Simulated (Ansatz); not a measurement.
NbSi2: Si → Sb

Consider NbSi₂ (space group P6_222, No. 180; a = 4.793 Å, c = 6.585 Å).

Modification: every Si is replaced by Sb; the structure is relaxed again.

Computed with DFT with r2SCAN, PAW potentials and a 500 eV plane-wave cutoff in Ansatz (a first-principles code), no SOC. Settings: 10×10×6 k-points, 0.05 eV Fermi–Dirac smearing, for the changed cell.

The density increases by 2.95 g/cm³, from 5.67 g/cm³ to 8.62 g/cm³ and the lattice parameter a goes up by 0.933 bohr, from 9.057 bohr to 9.990 bohr. The c/a ratio goes up by 0.145 (1.374 → 1.519) and the space group stays P6_222 (No. 180). The shortest interatomic distance grows by 0.9097 bohr, from 4.837 bohr to 5.746 bohr and the band gap is still zero.

Whether these cells are dynamically stable was not tested. As relaxed here, NbSb2 is a hypothetical phase, not in the database extracts checked. All final runs are without spin polarisation. An odd electron count without spin: NbSb2 and NbSi2. NbSb2 has a high density of states at the Fermi level and may be magnetic at this level.
